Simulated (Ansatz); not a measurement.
Bond-angle distributions (per cent of the angles at each element, bins of 10°) of a relaxed model of amorphous Ni₃₈P₁₀ at 7.85 g/cm³. Calculation: PBE, scalar-relativistic without spin-orbit coupling (plane waves to 420 eV, PAW; Ansatz, a quantum-chemistry and plane-wave program).

Preparation: random packing, a CHGNet melt and quench, and a DFT relaxation. The hot cell started wider than the set density and was brought back towards it in steps. It is the lowest in DFT energy of 3 quenches. It is a model cell: composition and starting density were chosen by hand, and all elements were melted together. No dispersion term was used. Its density started from a set value of 7.73 and ended at 7.85 g/cm³. The quench (nominally 130 K/ps over its main leg) was far faster than any real one, so the model tends to hold more defects than a real film. One small periodic cell is one sample of the glass; other quenches scatter about these values. Volume and shape were free in the relaxation. On a 2×2×2 Γ-centred mesh force components of up to 0.16 eV/Å stay, since the relaxation ran on one k-point at (1/4, 1/4, 1/4).

Neighbours within Ni-Ni 3.04 Å, Ni-P 2.70 Å, P-P 2.57 Å count as bonded.

```
angle (°)  at Ni  at P
---------  -----  ----
50-60         22     0
60-70         11    27
70-80          4    17
80-90          5     5
90-100         9     5
100-110       12     4
110-120       12     8
120-130        6     9
130-140        5    15
140-150        5     6
150-160        4     2
160-170        3     2
170-180        1     0
```

They go with these counts of neighbours within the cut-offs, cation contacts included: Ni mean 12.1, most often 12; P mean 8.6, most often 9.
